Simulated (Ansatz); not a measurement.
# A constructed model of the (000-1) surface of 4H silicon carbide, C-terminated, (√3x√3)R30° Bi adatom at H3 (bottom of the slab: 3 H on 3 bottom sites)

The numbers are results of PBE (plane waves to 420 eV, PAW; Ansatz, an electronic-structure program), not measurements.

Set-up: 28 atoms, 11.2 Å thick at the start with caps and adatoms (thin: gaps and levels are the slab's own); mesh 6x6x1; 0.025 eV smearing; dipole correction on; 6 atoms held, the rest relaxed; start symmetry kept, larger cells not searched; no spin, no spin-orbit, no U. In PBE it lies 0.06 eV a 1x1 cell over the lowest computed structure of the same composition ((√3x√3)R30° Bi adatom at T4).

```yaml
gap_of_the_slab_on_its_k_mesh: 1.65 eV
highest_filled_level_below_the_top_vacuum_level: 3.64 eV
energy_released_by_relaxation: 0.50 eV
cost: around 2.5 core-minutes (rough)
```
